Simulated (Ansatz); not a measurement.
An Ansatz (a program for electronic structure) input (r2SCAN in Ansatz (plane waves to 500 eV, PAW, no spin-orbit coupling)):

Ansatz 0.2 input:
```yaml
crystal:
  lattice:
    - [0, 3.8, 3.8]
    - [3.8, -3.8, 3.8]
    - [3.8, 3.8, 0]
  atoms:
    - { symbol: Rh, position: [0.0022417763, 0.0027837057, -0.0009521573] }
    - { symbol: Rh, position: [0.0044706253, 0.0003631584, 0.4929751491] }
    - { symbol: Rh, position: [0.1722591178, 0.3348145409, 0.1613670823] }
    - { symbol: Rh, position: [0.1685779096, 0.333999897, 0.6654440521] }
    - { symbol: Rh, position: [0.3273119022, 0.6666509666, 0.3367712431] }
    - { symbol: Rh, position: [0.3260279869, 0.6706977876, 0.8330372396] }
    - { symbol: Rh, position: [0.4968401974, 0.0048485793, 0.002241588] }
    - { symbol: Rh, position: [0.5070805876, -0.0022872976, 0.4895347114] }
    - { symbol: Rh, position: [0.6734339208, 0.3367031357, 0.1652981682] }
    - { symbol: Rh, position: [0.6732841257, 0.3365086232, 0.6648745114] }
    - { symbol: Rh, position: [0.8280384718, 0.6688984344, 0.3334620776] }
    - { symbol: Rh, position: [0.8343770301, 0.6639621778, 0.831762543] }
    - { symbol: Li, position: [-0.0052146701, 0.5052559867, 0.0034276521] }
basis: { ecutwfc: 500, ecutrho_ratio: 4, xc_grid: 4, fft_grid_basis: typed }
kpoints: { mp_grid: { grid: [7, 5, 7] } }
hamiltonian:
  xc: r2scan
  dispersion: none
  pseudopotentials: { kind: paw }
scf: { occupations: { method: fermi_dirac, width: 0.05 }, convergence: { dr2_threshold: 0.0000000013 } }
relax: { f_tol: 0.02, max_steps: 45 }
output: { forces: true, stress: true }
checkpoint: { write: state.ck, write_every: 1000 }
```

Which symmetry and how many k-points will the program report, and about how many plane waves at Γ?

Space group P1 (ITA 1) with 1 operations, k-points 123 of 245, and 4189 plane waves at Γ.

And the final pressure?

18.42 GPa (compression positive).

The cell is small, so the values are those of an ordered compound at a high defect concentration; dilute-limit values will differ. All final runs are without spin polarisation. The cell was made from Rh in the fcc (Cu type) structure (space group Fm-3m, No. 225) by this change: Li interstitial (started 1.90 Å from the nearest host atom). The defect cell is not spin-polarised.
